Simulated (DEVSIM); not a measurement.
Device: Schottky contact on p-type GaSb, at 250 K.

Layer 1 from the left is GaSb, thickness (μm) 2.00, Na (cm⁻³) 5.2e16, τn (s) 2.2e-9, τp (s) 2.2e-9.

Left contact: Schottky, work function 4.296 eV, emission velocity 5.8e6 cm/s. Right contact: ohmic. Voltage is applied to the left contact. Recombination: SRH at mid-gap, Auger. Mobility is μmin + (μ − μmin)/(1 + (N/Nref)^α).

The device is made up for the run: typed textbook-type constants, with dimensions and the other settings drawn at random. Values at 300 K; Nc and Nv go as T^1.5, mobilities as T to minus their exponent, the gap by Varshni's rule with the affinity fixed.

GaSb: gap (eV) 0.726, affinity (eV) 4.06, permittivity 15.7, Nc (cm⁻³) 2.1e17, Nv (cm⁻³) 1.8e19, μn (cm²/Vs) 5000, μp (cm²/Vs) 850, μn,min 1000, μp,min 190, Nref,n 2.8e17, Nref,p 9e17, αn 1.05, αp 0.65, T exponent of μn 2, T exponent of μp 1.7, Cn (cm⁶/s) 5e-30, Cp (cm⁶/s) 5e-30, Varshni α (eV/K) 0.00042, Varshni β (K) 140.

Model (solved in DEVSIM): 1D drift-diffusion, Boltzmann statistics, complete ionisation; no tunnelling, impact ionisation, image-force lowering or self-heating. Metal contacts follow the ideal Schottky-Mott rule: no Fermi-level pinning, no interface dipoles.

Dark forward current:

| |V| (V) | |J| (A/cm²) |
|---|---|
| 0.05 | 0.005966 |
| 0.10 | 0.06612 |
| 0.15 | 0.6709 |
| 0.20 | 6.680 |
| 0.25 | 62.33 |
| 0.30 | 415.9 |
| 0.35 | 1403 |
| 0.40 | 2865 |

Problem. Work out the local ideality factor n = ΔV / (kT/q · ln(J2/J1)) between the rows 0.10 and 0.15 V, 0.35 and 0.40 V.

Solution. kT/q = 21.54 mV. From 0.10 to 0.15 V: ln(0.6709/0.06612) = 2.317, n = 1.00, near the 1 of diffusion or emission over a barrier. From 0.35 to 0.40 V: ln(2865/1403) = 0.714, n = 3.25; the layers' resistance at their doping, Σ W/(qμN) = 2.3e-5 Ω cm², would take 34 mV of this step of 50 mV.

Problem. Estimate the current at 0.15 V for emission alone, J0 = q v N_band exp(−φB/kT), and read the barrier back from the simulated current.

Solution. φB = 0.509 eV, N_band = 1.37e19 cm⁻³, J0 = 0.000708 A/cm²; J = J0 (exp(qV/kT) − 1) = 0.748 A/cm². The simulation gives 0.671 A/cm²; the estimate lies 12 % above. Read backwards, the simulated current gives an apparent barrier of 0.511 eV. The estimate leaves out transport through the depletion region and minority injection.
